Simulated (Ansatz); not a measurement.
Candidates (primitive cells; geometry: relaxed with this functional, without spin-orbit coupling):
A. Ni$_{3}$Ge (Pm-3m), a = b = c = 3.5248 Å, α = β = γ = 90.00°
B. CuZn (Pm-3m), a = 2.9072 Å, b = 2.9072 Å, c = 2.9072 Å, α = 90.00°, β = 90.00°, γ = 90.00°
C. ScGa₃ (Pm-3m), a = 4.0516 Å, b = 4.0516 Å, c = 4.0516 Å, α = 90.00°, β = 90.00°, γ = 90.00°
D. Lu₃InN (Pm-3m), a = 4.6180 Å, b = 4.6180 Å, c = 4.6180 Å, α = 90.00°, β = 90.00°, γ = 90.00°

Q: Order them by resistivity at 300 K (lowest first) at the level PBEsol, DFPT electron-phonon coupling, linearised Boltzmann equation in Ansatz (a first-principles code).

A: B (4.4 μΩ·cm), C (11.9 μΩ·cm), D (21 μΩ·cm), A (35 μΩ·cm)

Metals; harmonic phonons alone scatter; means over directions. Halving the electron mesh moves these values by up to 9 %; q meshes are mostly untested. Some of the runs warned that the eigensolver left states short of its tolerance. Spin-orbit coupling is left out.

Formula and space group known from diffraction (Crystallography Open Database), not checked to be the room-temperature form: Lu3InN (Pm-3m), ScGa3 (Pm-3m). Treated as nonmagnetic (a ferromagnetic start lost its moment, other orders weren't tried): Ni3Ge (Pm-3m). The missing spin-orbit coupling matters most for Lu3InN (Pm-3m).
